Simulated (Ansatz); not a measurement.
For InAs (model structure, started from the CsCl type, Pm-3m, No. 221, 2 atoms in the cell), PBEsol (plane waves, PAW; Ansatz, a first-principles code) gives:

* **lattice constant a**: 3.509 Å
* **cohesive energy**: 2.91 eV/atom

**Question.** What does r²SCAN+rVV10 in Ansatz (plane waves, PAW) give for the same quantities?

**Answer.** 
- lattice constant a: 3.525 Å (grows by 0.5 %)
- cohesive energy: 2.67 eV/atom (shrinks by 0.24 eV/atom)

Changes are worked out from the printed values.

Unless a cell is named, each level is at its own relaxed cell (PBEsol 21.61, r²SCAN+rVV10 21.90 Å³/atom).

Levels without +SOC leave out spin–orbit coupling, which shifts energies and cells of such heavy elements.

Ansatz's density-functional and Hartree–Fock values are scalar-relativistic unless marked +SOC, with PAW data made under PBE.

A model structure was made by putting elements into a prototype or built by hand; it is no filed structure, need not be a known phase, and can be a saddle point held by its symmetry.
